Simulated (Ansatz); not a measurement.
# TiO2 under a change: pressure 22.5 GPa

Base system: TiO2 in the rutile structure (space group P4_2/mnm, No. 136; a = 4.643 Å, c = 2.964 Å).

One thing is altered: cell and atoms relaxed at a pressure of 22.5 GPa.

All numbers come from Ansatz (a first-principles code), PBE, PAW, cutoff 420 eV, no SOC. Settings: 7×7×11 k-points, 0.05 eV Fermi–Dirac smearing.

- Volume per atom: 9.75 Å³ (base 10.65 Å³)
- Density: 4.53 g/cm³ (base 4.15 g/cm³)
- Lattice parameter a: 4.482 Å (base 4.643 Å)
- c/a ratio: 0.650 (base 0.638)
- Shortest interatomic distance: 1.917 Å (base 1.958 Å)
- Enthalpy H = E + PV relative to the base's energy: +1.43 eV/atom
- Band gap: 1.95 eV (base 1.86 eV)
- Gap character: direct at Γ (base direct at Γ)
- Mean gap deformation potential ΔEg/Δln V: -1.1 eV
- Electron mass: 0.53 mₑ along c, 1.1 mₑ across (at Γ) (base 0.58 mₑ along c, 1.2 mₑ across (at Γ))
- Valence-band top at Γ (three highest levels, from the VBM): 0.00, -0.49, -0.49 eV (base 0.00, -0.43, -0.43 eV)

Cost of the whole job for the changed cell (relaxation, final SCF and bands): about 25 core-seconds (a rough figure).

Load acts through the strain it causes; cell and atoms are relaxed under it. Effective masses come from finite differences of ±0.01 Å⁻¹. Stability against distortions was not tested. No other phases were tried under pressure. The final runs are not spin-polarised.
